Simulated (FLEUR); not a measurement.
FLEUR run on SrAlGe (P-6m2, 3 atoms in the cell): self-consistent single point.

Method of the run: PBEsol, all-electron FLAPW (FLEUR), scalar-relativistic valence.

The change in words: lattice scaled by 0.98. Reference geometry:
```
CELL_PARAMETERS angstrom
      4.37730     0.00000     0.00000
     -2.18865     3.79085     0.00000
      0.00000     0.00000     4.86887
ATOMIC_POSITIONS crystal
  Sr 0.00000 0.00000 0.00000
  Al 0.66667 0.33333 0.50000
  Ge 0.33333 0.66667 0.50000
```

Reference input (self-consistent single point, DFT, PBEsol, all-electron FLAPW (FLEUR), scalar-relativistic valence): Kmax = 4.5 1/bohr; GmaxXC = 13.5 1/bohr; xcFunctional = PBEs; jspins = 1; l_soc = F; mode = gauss; fermiSmearingEnergy = 0.00734986 Htr; mesh (inpgen div1-3) = 9 9 7; inpgen gamma flag = false; Gmax = 13.5 1/bohr; numbands = 0; maxIterBroyd = 25. This run's input differs from it in these lines:

```diff
@@ -3,5 +3,5 @@
 &input film=f /
-4.3772946133 -0.0000001603 0.0000000000
--2.1886471678 3.7908484151 0.0000000000
-0.0000000000 0.0000000000 4.8688660000
+4.2897486479 -0.0000001683 0.0000000000
+-2.1448741782 3.7150313891 0.0000000000
+0.0000000000 0.0000000000 4.7714890000
 1.8897261246
@@ -45,5 +45,5 @@
          <bravaisMatrix>
-            <row-1>    8.2718879858238648    -0.0000003029230978     0.0000000000000000</row-1>
-            <row-2>   -4.1359437305234596     7.1636652844129749     0.0000000000000000</row-2>
-            <row-3>    0.0000000000000000     0.0000000000000000     9.2008232773767027</row-3>
+            <row-1>    8.1064500879041557    -0.0000003180409068     0.0000000000000000</row-1>
+            <row-2>   -4.0532247685244949     7.0203918696912968     0.0000000000000000</row-2>
+            <row-3>    0.0000000000000000     0.0000000000000000     9.0168074165415284</row-3>
          </bravaisMatrix>
```

Output, abridged:

```
 Iteration:     1   Distance:       4.66810735 me/bohr^3
 Iteration:     2   Distance:       4.36719426 me/bohr^3
 Iteration:     3   Distance:       1.46668758 me/bohr^3
 Iteration:     4   Distance:       0.88666416 me/bohr^3
 Iteration:     5   Distance:       0.64094454 me/bohr^3
   [... 7 lines left out ...]
 Iteration:    13   Distance:       0.00012286 me/bohr^3
 Iteration:    14   Distance:       0.00002288 me/bohr^3
 Iteration:    15   Distance:       0.00001808 me/bohr^3
 Iteration:    16   Distance:       0.00000148 me/bohr^3
 Run finished successfully
 Stop message:
   Structural relaxation: Done

[file out, last iteration]
             iter=     17
[...]
          total density-effective poten   -8.8631975778E+03
          total charge density-energy d   -1.9966566074E+02
 Updated energy parameters for spin:           1
[...]
 fermi energy and band-weighting factors:

[...]
FERMIE:
          first approx. to ef    (T=0)  :   0.250875 htr   (energy of the highest occ. eigenvalue)
          number of occ. states  (T=0)  :        649
          first approx. to seigv (T=0)  : -10.008148 htr
          sum of weights of occ. states :  13.513228
          sum of semicore charge        :   0.000000 e
          fermi energy=   0.25170 har   work function=  -6.84914 ev
          number of valence electrons=  26.99999
     band-weighting factor for spin=    1
   [... lines left out ...]
          total moment                 =     0.00000
 Direct bandgap for spin            1 :    3.2680380975968482E-002  Htr
 ---->    free energy=                     -5517.9111792563 htr
   [... lines left out ...]
 TOTAL FORCE FOR ATOM TYPE=  1  X=  0.000   Y=  0.000   Z=  0.000
                       FX_TOT= 0.000000 FY_TOT= 0.000000 FZ_TOT= 0.000000
 TOTAL FORCE FOR ATOM TYPE=  2  X= -4.053   Y=  2.340   Z=  4.508
                       FX_TOT= 0.000000 FY_TOT= 0.000000 FZ_TOT= 0.000000
 TOTAL FORCE FOR ATOM TYPE=  3  X=  4.053   Y= -2.340   Z=  4.508
                       FX_TOT= 0.000000 FY_TOT= 0.000000 FZ_TOT= 0.000000
 Structural relaxation: Done
```

The run converged in 16 iterations. FLEUR gives forces in its relaxation mode, with a further iteration, so its stop message speaks of a relaxation. Against the reference run the total energy drops by 20.8 meV/atom.

The starting cell comes from a database of computed structures (which also holds hypothetical and non-ambient phases and stackings), without a prior relaxation at this level. Its lattice was rescaled by a random factor within 2.5 % of one. For this run, on top of that: lattice scaled by 0.98. Values depend on the basis (sphere radii, cutoffs, local orbitals), which need not be converged. The log's line on a gap gives a spacing of levels on this mesh, which the program prints for metals too.

Cost on one core of a shared machine: roughly 6 min.
